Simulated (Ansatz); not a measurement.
Input and output of a self-consistent single point for InCu2 (P3m1, 6 atoms in the cell) (Ansatz, a first-principles code).

Computed with PBEsol, default PAW files made with PBE (plane waves; Ansatz).

The change in words: lattice scaled by 0.98; kpoints.mp_grid.grid: 9 9 6 → 9 9 7; scf.occupations.width: 0.1 eV → 0.05 eV. Reference geometry:
```xyz
6
Lattice="4.4681 0.0000 0.0000 -2.2341 3.8695 0.0000 0.0000 0.0000 5.3843" Properties=species:S:1:pos:R:3 pbc="T T T"
In     2.2341     1.2898     4.0882
In     0.0000     2.5797     1.3461
Cu     0.0000     0.0000     0.0000
Cu     0.0000     0.0000     2.6922
Cu     2.2341     1.2898     1.3461
Cu     0.0000     2.5797     4.0382
```

Reference input (self-consistent single point, DFT, PBEsol, plane waves, default PAW files made with PBE): basis.ecutwfc = 420 eV; kpoints.mp_grid.grid = 9 9 6; hamiltonian.xc = pbesol; hamiltonian.pseudopotentials = {kind: paw} (the program's default PAW files); scf.occupations.method = fermi_dirac; scf.occupations.width = 0.1 eV. This run's input differs from it in these lines:

Ansatz 0.2 input:
```diff
@@ -2,5 +2,5 @@
   lattice:
-    - [4.468114, 0.000000, 0.000000]
-    - [-2.234057, 3.869501, 0.000000]
-    - [0.000000, 0.000000, 5.384325]
+    - [4.378752, 0.000000, 0.000000]
+    - [-2.189376, 3.792111, 0.000000]
+    - [0.000000, 0.000000, 5.276638]
   atoms:
@@ -15,3 +15,3 @@
 kpoints:
-  mp_grid: { grid: [9, 9, 6] }
+  mp_grid: { grid: [9, 9, 7] }
 hamiltonian:
@@ -20,3 +20,3 @@
 scf:
-  occupations: { method: fermi_dirac, width: 0.1 eV }
+  occupations: { method: fermi_dirac, width: 0.05 eV }
 output:
```

The program printed (abridged):

```
SCF iter   1: F=—  HF=-37405.506497 eV  |F-HF|=—  |Δ(HF+E_count)|=         —  Δρ=1.50e-2  dr2=1.08e-1  ethr=1.77e-3  ⟨swp⟩=6.0  Hψ=15675  notcnv=0  defer=25
all-band conjugate gradients solve this SCF's bands
preconditioner: auto → Kerker (q_TF=auto, 2.798 Å⁻¹)
SCF iter   2: F=—  HF=-37405.482694 eV  |F-HF|=—  |Δ(HF+E_count)|=   2.38e-2  Δρ=1.97e-3  dr2=2.60e-3  ethr=1.06e-4  ⟨swp⟩=2.0  Hψ=6962  notcnv=0  defer=269
   [... lines left out ...]
SCF iter   5: F=—  HF=-37405.480503 eV  |F-HF|=—  |Δ(HF+E_count)|=   3.96e-5  Δρ=1.68e-4  dr2=2.42e-5  ethr=4.84e-8  ⟨swp⟩=2.0  Hψ=7514  notcnv=0  defer=269
SCF iter   6: F=—  HF=-37405.480505 eV  |F-HF|=—  |Δ(HF+E_count)|=   1.13e-6  Δρ=1.16e-4  dr2=5.95e-6  ethr=2.38e-8  ⟨swp⟩=2.0  Hψ=5550  notcnv=0  defer=269
SCF iter   7: F=—  HF=-37405.480503 eV  |F-HF|=—  |Δ(HF+E_count)|=   2.02e-6  Δρ=1.66e-5  dr2=4.64e-7  ethr=5.84e-9  ⟨swp⟩=2.0  Hψ=5565  notcnv=0  defer=269
SCF iter   8: F=-37405.480502 eV  HF=-37405.480502 eV  |F-HF|=2.76e-8  |Δ(HF+E_count)|=   6.28e-8  Δρ=4.36e-6  dr2=3.36e-8  ethr=9.80e-11  ⟨swp⟩=8.5  Hψ=18889  notcnv=0
SCF 1 converged in 8 iterations: F = -37405.480502 eV  dr2 = 3.36e-8
Free energy (F): -37405.480502 eV
Internal energy: -37405.472022 eV  (E = F + TS)
E sigma→0 (E₀):  -37405.476262 eV
Entropy (-TS):   -0.008480 eV (-1.413 meV/atom)
Fermi energy:    15.724322 eV
--- Forces (eV/Å), atoms counted from 1 ---
  atom   1  In     0.00000000    -0.00000000    -0.33523517
  atom   2  In     0.00000000     0.00000000     0.05814027
  atom   3  Cu     0.00000000    -0.00000000     0.03038870
  atom   4  Cu     0.00000000     0.00000000     0.03020602
  atom   5  Cu     0.00000000    -0.00000000     0.28496101
  atom   6  Cu     0.00000000     0.00000000    -0.06845842
--- Stress (GPa, compression-positive) ---
        0.683152       0.000000       0.000000
        0.000000       0.683152       0.000000
        0.000000       0.000000      -0.363342
  P = ⅓ Tr σ = 0.3343 GPa (3.343 kbar)
  The stress holds the Pulay correction. Without it, at fixed plane waves, as pw.x and ABINIT print it: P = 0.2415 GPa
```

The run converged in 8 iterations. Against the reference run the free energy falls by 15.1 meV/atom, the pressure goes from -5.81 to 0.33 GPa and the largest force goes from 0.265 to 0.335 eV/Å.

The starting cell comes from a database of computed structures (which also holds hypothetical and non-ambient phases and stackings), without a prior relaxation at this level. Its lattice was rescaled by up to half a per cent. One atom was moved a little off its site on purpose. For this run, on top of that: lattice scaled by 0.98. Spin polarisation is off. Ansatz's pressure includes its estimate of the finite-basis (Pulay) stress.

Cost on one core of a shared machine: roughly 40 s.
